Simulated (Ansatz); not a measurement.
## LuAu₂ (I4/mmm, No. 139; structure not from a measured cell): properties by level of theory

```csv
level (code),equilibrium lattice constant a (Å),lattice parameter c (Å)
LDA (Ansatz),(withheld),(withheld)
PBEsol (Ansatz),(withheld),8.848
r²SCAN (Ansatz),(withheld),8.910
```

Question: Some entries are withheld; supply them.

Answer: 
- LDA (Ansatz, an electronic-structure program), equilibrium lattice constant a (Å): 3.579
- LDA (Ansatz), lattice parameter c (Å): 8.753
- PBEsol (Ansatz), equilibrium lattice constant a (Å): 3.615
- r²SCAN (Ansatz), equilibrium lattice constant a (Å): 3.651

Caveats: the relaxation could not lower the start's symmetry, so the cell can be a saddle point above a distorted one (LDA, PBEsol, r²SCAN). Ansatz's density-functional and Hartree–Fock values are scalar-relativistic unless marked +SOC, with PAW data made under PBE.
